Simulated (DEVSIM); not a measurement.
System: Pd/HfO2/p-Si capacitor, at 300 K.

Layer 1 from the left is HfO2, thickness (nm) 4.20. Layer 2 from the left is Si, thickness (nm) 14000, Na (cm⁻³) 1.8e15.

Metal gate on the left, work function 5.2 eV. Fixed charge at the semiconductor interface -1.1e10 cm⁻² (in units of +e); no interface traps.

This is a model device: material constants are rounded textbook-type values typed into the input, and sizes, dopings and lifetimes were drawn at random. Values at 300 K.

HfO2: gap (eV) 5.7, affinity (eV) 2.5, permittivity 22. Si: gap (eV) 1.124, affinity (eV) 4.05, permittivity 11.7, Nc (cm⁻³) 2.86e19, Nv (cm⁻³) 3.1e19.

Simulated with DEVSIM: 1D Poisson equation in equilibrium, Boltzmann statistics, complete ionisation; no quantum confinement or tunnelling. Metal contacts follow the ideal Schottky-Mott rule: no Fermi-level pinning, no interface dipoles.

Question: What does the simulation give for the minimum of the low-frequency capacitance, the flat-band voltage?

Answer: minimum of the low-frequency capacitance 0.0177 μF/cm²; flat-band voltage 0.28 V.
